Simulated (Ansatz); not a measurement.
LaH3 (within 0.1 Å of Fm-3m, No. 225, 4 atoms in the cell; start mp-973064), treated with HSE06+SOC (PAW; Ansatz, a quantum-chemistry and plane-wave program).

Settings: plane-wave cutoff 460 eV, 10×10×10 k mesh, Fermi–Dirac smearing 0.01 eV, PAW data made under PBE.

Cell (relaxed with PBEsol):

```
LaH3
1.0
   -1.94048     1.94048     2.76291
    1.94048    -1.94048     2.76291
    1.94048     1.94048    -2.76291
La H
1 3
Cartesian
  0.00000   0.00000   0.00000
  0.00000   1.94048   1.38145
  1.94048   0.00000   1.38145
  0.00000   0.00000   2.76291
```

Question: What does this level give for the band gap and smallest direct gap on the k points sampled?

Answer: 
band gap: 0.12 eV (on the SCF k mesh) (indirect)
smallest direct gap on the k points sampled: 0.32 eV

Note: cell and atoms aren't relaxed at this level (pressure 2.5 GPa).

Static lattice: no zero-point or thermal effects.

Cost on a shared machine: roughly 70 core-minutes.

A start named mp-… is a Materials Project structure, which need not be a measured phase.
